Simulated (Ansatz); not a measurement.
# Amorphous Ti24Si24

Preparation: random packing, a CHGNet melt and quench, and a DFT relaxation. The hot cell started wider than the set density and was brought back towards it in steps. It is the lowest in DFT energy of 2 quenches. It is a model cell: composition and starting density were chosen by hand, and all elements were melted together. No dispersion term was used.

Level of theory: PBE, scalar-relativistic without spin-orbit coupling (plane waves to 420 eV, PAW; Ansatz, a program for electronic structure). Geometry, pressure, stress and energy are those of the PBE run. Its sampling: a 2×2×2 Γ-centred mesh; Fermi-Dirac width 0.1 eV; no spin polarisation.

```yaml
number_of_atoms_in_the_cell: 48
Density (volume relaxed, without dispersion): 4.13 g/cm^3
volume_per_atom: 15.29 Å^3
Pressure on a 2×2×2 Γ-centred mesh: 0.07 GPa
Largest force and stress component on that mesh (the relaxation ran on one k-point at (1/4, 1/4, 1/4)): 0.22 eV/Å and 0.3 GPa
Gap on a 2×2×2 Γ-centred mesh (PBE): within the smearing (under twice its width)
```

Neighbours within Ti-Ti 3.96 Å, Ti-Si 3.34 Å, Si-Si 2.74 Å count as bonded.

```
Property                                                                        Result
-----------------------  -------------------------------------------------------------
Mean coordination of Ti  14.96 (2 with 13, 7 with 14, 6 with 15, 8 with 16, 1 with 17)
Mean coordination of Si               9.46 (1 with 8, 13 with 9, 8 with 10, 2 with 11)
Mean Ti-Ti bond                                   3.227 Å (spread 0.336 Å, 96 counted)
Mean Ti-Si bond                                  2.719 Å (spread 0.175 Å, 167 counted)
```

Its density started from a set value of 3.90 g/cm³. The simulated quench (nominally 200 K/ps over its main leg) is rapid and tends to freeze in more defects than a deposited or slowly cooled glass has. Values belong to this one cell and scatter from quench to quench. Volume and shape were free in the relaxation. On a 2×2×2 Γ-centred mesh force components of up to 0.22 eV/Å stay, since the relaxation ran on one k-point at (1/4, 1/4, 1/4).
